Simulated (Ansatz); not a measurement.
Data:

```
CELL_PARAMETERS angstrom
      3.22250     0.00000     0.00000
     -1.61125     2.79077     0.00000
      0.00000     0.00000     4.86451
ATOMIC_POSITIONS crystal
  Al 0.33333 0.66667 0.99093
  Al 0.66667 0.33333 0.49093
  N  0.33333 0.66667 0.38407
  N  0.66667 0.33333 0.88407
```

Level of theory: PBE with spin-orbit coupling, rigid bands (plane waves, PAW; Ansatz, a quantum-chemistry and plane-wave program). Condition of this run: biaxial stress in the c plane of -13.5 GPa (compression positive) (the target of the relaxation). Cell: cell and atoms relaxed with PBEsol, then loaded as said.

### Question
What conductivity effective mass do dilute electrons have at 300 K?

### Answer
0.29 (x), 0.29 (y), 0.30 (z) mₑ.

### Question
What conductivity effective mass do dilute holes have at 300 K?

### Answer
2.6 (x), 2.6 (y), 0.33 (z) mₑ.

### Question
And the band gap?

### Answer
3.48 eV at this level; semilocal functionals usually fall short of the measured gap.

Rigid bands, one relaxation time for all states, no polarons. Geometry: cell and atoms relaxed with PBEsol.
